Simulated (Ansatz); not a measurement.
Si (diamond structure), Σ9 (114) [1-10] symmetric tilt. One C atom replaces one Si atom in a bicrystal of 63 atoms (one solute to 63 Å² of one boundary, a high coverage); atoms relaxed, cell held. Energies count from the site farthest from both boundaries, which lies only 5.2 Å away; negative means that the solute is drawn to the site. The cell is neutral, and spin is allowed where the electrons are odd. k-points: Γ-centred 2×6×1 mesh; occupations: Fermi-Dirac, 0.050 eV; spin polarisation not allowed. No spin-orbit coupling.

Sites tried, by distance from the nearest boundary plane (Å): 0.01, 0.26, 0.98, 1.94.

Task: Does C segregate by PBE run with Ansatz (a quantum-chemistry and plane-wave program), and with what energy at each site?

Result: 0.01 Å: -0.69 eV; 0.26 Å: -0.43 eV; 0.98 Å: -0.35 eV; 1.94 Å: 0.36 eV. The most favoured site tried binds it by 0.69 eV.
